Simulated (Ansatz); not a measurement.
**Response to strain in TiAl3**

The parent structure is TiAl3 (space group I4/mmm, No. 139; a = 3.826 Å, c = 8.553 Å; relaxed with 0.1 eV smearing). Axes: x, y, z lie along a, b, c of the conventional cell.

Strains are applied to the cell and any free atomic positions relax; under biaxial strain the out-of-plane vector relaxes too; under stress the whole cell relaxes.

Method: r2SCAN (Ansatz, a program for electronic structure, PAW, no spin-orbit coupling), earlier PAW set.

Notes on the quantities. energy relative to the base: free energy F.

```json
[
 {"case": "base", "energy relative to the base": "0 meV/atom", "volume per atom": "15.65 Å³", "space group": "I4/mmm (No. 139)"},
 {"case": "biaxial strain +1.81 %, plane normal [001], relaxed out of plane", "energy relative to the base": "+8.5 meV/atom", "volume per atom": "…", "space group": "I4/mmm (No. 139)"},
 {"case": "uniaxial strain ε_xx = +2.48 %", "energy relative to the base": "+6.1 meV/atom", "volume per atom": "16.04 Å³", "space group": "Immm (No. 71)"},
 {"case": "uniaxial stress, 1 GPa compression along x", "energy relative to the base": "+0.3 meV/atom", "volume per atom": "…", "space group": "Immm (No. 71)"},
 {"case": "uniaxial stress, 1 GPa tension along x", "energy relative to the base": "+0.3 meV/atom", "volume per atom": "…", "space group": "Immm (No. 71)"},
 {"case": "uniaxial stress, 5 GPa tension along z", "energy relative to the base": "+5.8 meV/atom", "volume per atom": "15.91 Å³", "space group": "I4/mmm (No. 139)"}
]
```

Problem. Some entries are withheld; estimate them.

Solution. 
- biaxial strain +1.81 %, plane normal [001], relaxed out of plane, volume per atom: 16.10 Å³
- uniaxial stress, 1 GPa compression along x, volume per atom: 15.61 Å³
- uniaxial stress, 1 GPa tension along x, volume per atom: 15.69 Å³

Beyond what the load breaks, stability against distortions was not tested. All final runs are without spin polarisation.
